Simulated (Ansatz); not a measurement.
Worked example: zone-centre phonon calculation of ZnAg2SnS4 (I-42m, 8 atoms in the cell) in Ansatz (a quantum-chemistry and plane-wave program).

Method: LDA (PW92), default PAW files made with PBE (plane waves; Ansatz).

```
CELL_PARAMETERS angstrom
     -2.77495     2.77495     6.05277
      2.77495    -2.77495     6.05277
      2.77495     2.77495    -6.05277
ATOMIC_POSITIONS crystal
  Zn 0.00000 0.00000 0.00000
  Ag 0.75000 0.25000 0.50000
  Ag 0.25000 0.75000 0.50000
  Sn 0.50000 0.50000 0.00000
  S  0.63948 0.12892 0.00000
  S  0.87108 0.87108 0.51056
  S  0.12892 0.63948 0.00000
  S  0.36052 0.36052 0.48944
```

Reference input (self-consistent single point, DFT, LDA (PW92), plane waves, default PAW files made with PBE): basis.ecutwfc = 30.9 Ry; kpoints.mp_grid.grid = 6 6 6; hamiltonian.xc = lda; hamiltonian.pseudopotentials = {kind: paw} (the program's default PAW files); scf.occupations.method = fermi_dirac; scf.occupations.width = 0.0007 Ry. This run's input differs from it in these lines:

Ansatz 0.2 input:
```diff
@@ -15,3 +15,3 @@
 basis:
-  ecutwfc: 30.9 Ry
+  ecutwfc: 21.7 Ry
 kpoints:
@@ -27,6 +27,4 @@
     width: 0.0007 Ry
-output:
-  forces: true
-  eigenvalues: true
-  stress: true
+phonons:
+  method: dfpt
```

Output (repeated stretches shortened):

```
SCF iter   1: F=—  HF=-27522.310588 eV  |F-HF|=—  |Δ(HF+E_count)|=         —  Δρ=1.01e-2  dr2=1.49e-1  ethr=1.77e-3  ⟨swp⟩=6.6  Hψ=23927  notcnv=0
all-band conjugate gradients solve this SCF's bands
preconditioner: auto → Resta (q_TF=auto, 2.407 Å⁻¹)
SCF iter   2: F=—  HF=-27522.254163 eV  |F-HF|=—  |Δ(HF+E_count)|=   5.64e-2  Δρ=3.94e-3  dr2=2.71e-2  ethr=1.70e-4  ⟨swp⟩=2.3  Hψ=12119  notcnv=0  defer=395
   [... lines left out ...]
SCF iter  10: F=—  HF=-27522.246623 eV  |F-HF|=—  |Δ(HF+E_count)|=  3.89e-10  Δρ=3.58e-7  dr2=2.35e-10  ethr=2.77e-12  ⟨swp⟩=2.0  Hψ=9578  notcnv=0  defer=391
SCF iter  11: F=—  HF=-27522.246623 eV  |F-HF|=—  |Δ(HF+E_count)|=  6.55e-11  Δρ=1.45e-7  dr2=3.75e-11  ethr=1.00e-12  ⟨swp⟩=1.0  Hψ=5545  notcnv=0  defer=391
SCF iter  12: F=—  HF=-27522.246623 eV  |F-HF|=—  |Δ(HF+E_count)|=    0.00e0  Δρ=1.12e-7  dr2=1.78e-11  ethr=1.00e-12  ⟨swp⟩=11.5  Hψ=29270  notcnv=0
SCF iter  13: F=-27522.246623 eV  HF=-27522.246623 eV  |F-HF|=3.64e-12  |Δ(HF+E_count)|=  7.28e-12  Δρ=4.13e-8  dr2=2.80e-12  ethr=1.00e-12  ⟨swp⟩=5.0  Hψ=21962  notcnv=0
SCF 1 converged in 13 iterations: F = -27522.246623 eV  dr2 = 2.80e-12
DFPT response loops at Γ: preconditioner auto → Kerker (q_TF=auto, 2.407 Å⁻¹) (partly filled bands, converged f_vac=0.058) …
Free energy (F): -27522.246623 eV
Internal energy: -27522.246524 eV  (E = F + TS)
E sigma→0 (E₀):  -27522.246574 eV
Entropy (-TS):   -0.000100 eV (-0.012 meV/atom)
Fermi energy:    6.823566 eV
--- Phonons (Γ-DFPT): 8 representative perturbations + reference, on 112 of 216 k-points (Σ response iterations 30) ---
   [... lines left out ...]
  ASR residual per site (eV/Å²): 9.83e-5 2.59e-5 2.59e-5 4.03e-5 3.51e-5 3.51e-5 3.51e-5 3.51e-5
  Γ frequencies (cm⁻¹): 0.00 0.00 0.00 48.78 48.78 54.64 57.35 57.35 89.45 122.75 138.62 138.62 176.75 176.75 218.03 240.25 240.25 251.92 259.27 264.78 294.72 299.78 299.78 314.41
  non-analytic LO–TO correction: not included (Born effective charges unavailable; polar crystals: no LO–TO splitting at Γ)
```

The run converged in 13 iterations. 

Summary of the result:
Free energy E − TS (on the zero of these files): -27522.2466 eV
Fermi level (on the code's own zero): 6.82 eV
Zone-centre frequencies (cm⁻¹; negative means imaginary): 0, 0, 0, 49, 49, 55, 57, 57, 89, 123, 139, 139, 177, 177, 218, 240, 240, 252, 259, 265, 295, 300, 300, 314

The starting cell comes from a database of computed structures (which also holds hypothetical and non-ambient phases and stackings), without a prior relaxation at this level. Its lattice was rescaled by up to half a per cent. The cutoff lies below the one recommended for these files.

Cost on one core of a shared machine: roughly 20 min.
